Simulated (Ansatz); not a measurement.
BeS (model structure, started from the BN type, Pm-3n, No. 223, 12 atoms in the cell), treated with r²SCAN in Ansatz (plane waves, PAW).

Numerical settings: plane-wave cutoff 560 eV, 6×6×6 k mesh, Fermi–Dirac smearing 0.01 eV, scalar-relativistic PAW data made under PBE.

The cell is the one relaxed with PBEsol. Conventional cell: a = 5.9648 Å, b = 5.9648 Å, c = 5.9648 Å, α = 90.00°, β = 90.00°, γ = 90.00°.

```yaml
crystal:
  lattice:
    - [5.96478, 0.00000, 0.00000]
    - [0.00000, 5.96478, 0.00000]
    - [0.00000, 0.00000, 5.96478]
  atoms:
    - { symbol: Be, position: [0.25000, 0.00000, 0.50000] }
    - { symbol: Be, position: [0.50000, 0.25000, 0.00000] }
    - { symbol: Be, position: [0.50000, 0.75000, 0.00000] }
    - { symbol: Be, position: [0.75000, 0.00000, 0.50000] }
    - { symbol: Be, position: [0.00000, 0.50000, 0.75000] }
    - { symbol: Be, position: [0.00000, 0.50000, 0.25000] }
    - { symbol: S, position: [0.25000, 0.50000, 0.00000] }
    - { symbol: S, position: [0.00000, 0.25000, 0.50000] }
    - { symbol: S, position: [0.00000, 0.75000, 0.50000] }
    - { symbol: S, position: [0.75000, 0.50000, 0.00000] }
    - { symbol: S, position: [0.50000, 0.00000, 0.75000] }
    - { symbol: S, position: [0.50000, 0.00000, 0.25000] }
```

Question: List the 34 lowest band energies at Γ above −25 eV (eV, relative to the valence band maximum), grouping those that round alike.

Answer: At Γ: -14.36, -13.42 (×2), -12.01 (×3), -6.37 (×2), -5.98, -4.83 (×3), -2.92 (×3), -2.21 (×3), -1.94 (×3), 0.00 (×3), 4.24 (×3), 4.53, 4.93 (×3), 5.21, 6.63 (×2).

Note: the relaxation could raise the start's symmetry but not lower it, so the cell can be a saddle point; cell and atoms aren't relaxed at this level (pressure 1.2 GPa).

A model structure was made by putting elements into a prototype or built by hand; it is no filed structure, need not be a known phase, and can be a saddle point held by its symmetry.

Ansatz is a quantum-chemistry and plane-wave program.
